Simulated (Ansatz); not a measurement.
# BN (space group Pm-3n, No. 223; a hypothetical phase, not in the database extracts checked)

BN has the cubic space group Pm-3n (No. 223), Pearson symbol cP12. Cell: a = 4.4193 Å, b = 4.4193 Å, c = 4.4193 Å, α = 90.00°, β = 90.00°, γ = 90.00°. B on 6c sees 4 N at 1.562 Å. N on 6d sees 4 B at 1.562 Å. (Neighbours: up to the widest gap in distance over summed covalent radii, below 1.35, at either atom.)

Method: Ansatz (an electronic-structure program), PBEsol, PAW, cutoff 420 eV, spin-orbit coupling left out. Settings: 6×6×6 k-points, 0.05 eV Fermi–Dirac smearing.

```json
{
 "volume_per_atom": "7.19 Å³",
 "density": "2.86 g/cm³",
 "band_gap": "4.39 eV, indirect, Γ → Γ–X (83 % along)",
 "electron_mass": "0.64 mₑ along k, 0.53 mₑ across",
 "Hole mass (degenerate bands, along [100])": "0.27, 2.6, 2.6 mₑ",
 "Lowest conduction-band minima above the VBM": "a point along ⟨100⟩, about 0.6 Å⁻¹ from Γ 4.39 eV; a point along ⟨110⟩, about 0.4 Å⁻¹ from Γ 5.13 eV; a point along ⟨111⟩, about 0.4 Å⁻¹ from Γ 5.20 eV",
 "total_energy": "-266.622 eV/atom (σ→0; compares only within this code and set-up)"
}
```

Masses are band curvatures over ±0.01 Å⁻¹ around the edge. Along k means along the line from Γ to the band edge. Semilocal Kohn–Sham gaps tend to fall short of experiment. Stability against distortions was not tested.
